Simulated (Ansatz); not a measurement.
Formation energy of the bound charge states of Cl on the F site (Cl_F) in rock-salt LiF (start: the F site; 64-site cell, 2×2×2 shifted sampling) against the Fermi level, Li-rich (Δμ(F) = -5.89 eV, Δμ(Cl) = -3.70 eV, bounded by LiCl (Fm-3m); only phases computed here count, gases as isolated molecules at 0 K). Method: PBE, PAW (plane waves to 420 eV; Ansatz, a program for electronic structure).

Cell and caveats: 64-site cell; 2×2×2 shifted k-points; host gap 8.83 eV; charged states image-corrected; finite-size errors of tenths of an eV.

Left out: charge −1 (carrier in host band states).

```json
[
 {"E_F − E_VBM (eV)": "0.00", "q = +1": "1.00", "q = 0": "1.36"},
 {"E_F − E_VBM (eV)": "1.10", "q = +1": "2.10", "q = 0": "1.36"},
 {"E_F − E_VBM (eV)": "2.21", "q = +1": "3.20", "q = 0": "1.36"},
 {"E_F − E_VBM (eV)": "3.31", "q = +1": "4.31", "q = 0": "1.36"},
 {"E_F − E_VBM (eV)": "4.41", "q = +1": "5.41", "q = 0": "1.36"},
 {"E_F − E_VBM (eV)": "5.52", "q = +1": "6.52", "q = 0": "1.36"},
 {"E_F − E_VBM (eV)": "6.62", "q = +1": "7.62", "q = 0": "1.36"},
 {"E_F − E_VBM (eV)": "7.72", "q = +1": "8.72", "q = 0": "1.36"},
 {"E_F − E_VBM (eV)": "8.83", "q = +1": "9.83", "q = 0": "1.36"}
]
```

Crossings of the lowest lines: (+1/0) at 0.36 eV.
